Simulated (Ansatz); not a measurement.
CsCl-type AuZn (cubic form, which distorts at low temperature), treated with RPBE (plane waves, PAW; Ansatz, a program for electronic structure).

Settings: plane-wave cutoff 520 eV, 18×18×18 k mesh, Fermi–Dirac smearing 0.05 eV, scalar-relativistic PAW data made under PBE.

Pressure at four volumes; x = ln(V/16.694 Å³). One pressure is withheld.

```
V (Å³/atom)        x  P (GPa)
-----------  -------  -------
15.693       -0.0618        ?
16.027       -0.0408     4.80
16.694        0.0000     0.09
17.696        0.0583    -4.99
```

Q: Pass a parabola P(x) through the three rows shown, estimate the bulk modulus and its pressure derivative near zero pressure, and predict the withheld pressure.

A: Slopes between the rows: (0.09 − (4.80))/(0.0000 − (-0.0408)) = -115.44 and (-4.99 − (0.09))/(0.0583 − (0.0000)) = -87.14 GPa. Their difference over the span 0.0991 is c = 28.30/0.0991 = 285.6 GPa, so P(x) = 4.80 + (-115.44)(x − (-0.0408)) + 285.6 (x − (-0.0408))(x − (0.0000)). At the middle row B = −dP/dx = −[-115.44 + 285.6 × 0.0408] = 103.8 GPa, and B′ = dB/dP = 2c/B = 5.5. At x = -0.0618 the parabola gives 7.59 GPa; the run gives 7.66 GPa. The Birch–Murnaghan fit to the energies at all volumes has B0 = 102 GPa and B′ = 5.7.

Measured, for comparison: bulk modulus 131 GPa (temperature not stated, not corrected to a static lattice; as tabulated in Nepal et al. (2020), arXiv:2007.11150). Computed (rounded) less measured: bulk modulus -22 %.

Note: symmetry holds this phase in the static calculation, where it need not be a minimum.

Spin–orbit coupling is not included; it can shift volumes and moduli of such heavy elements.
